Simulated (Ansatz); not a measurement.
**A computed series for Al: response to strain**

The parent structure is Al in the fcc (Cu type) structure (space group Fm-3m, No. 225; a = 4.015 Å; relaxed with 0.1 eV smearing). Axes: x, y, z lie along the cube axes.

Strains are applied to the cell and any free atomic positions relax; under biaxial strain the out-of-plane vector relaxes too.

The values are results of PBEsol, PAW, 420 eV (Ansatz, a program for electronic structure; spin-orbit coupling left out), not measurements.

Candidates:
(a) biaxial strain −1.67 %, plane normal [111], relaxed out of plane
(b) biaxial strain −1.25 %, plane normal [111], relaxed out of plane
(c) biaxial strain +1.67 %, plane normal [111], relaxed out of plane
(d) biaxial strain −2.08 %, plane normal [111], relaxed out of plane
(e) biaxial strain −0.83 %, plane normal [111], relaxed out of plane

### Question
Order them by out-of-plane strain, lowest first.

### Answer
(c) biaxial strain +1.67 %, plane normal [111], relaxed out of plane (-1.59 %), (e) biaxial strain −0.83 %, plane normal [111], relaxed out of plane (+0.82 %), (b) biaxial strain −1.25 %, plane normal [111], relaxed out of plane (+1.24 %), (a) biaxial strain −1.67 %, plane normal [111], relaxed out of plane (+1.61 %), (d) biaxial strain −2.08 %, plane normal [111], relaxed out of plane (+1.96 %)

Whether these cells are dynamically stable was not tested.
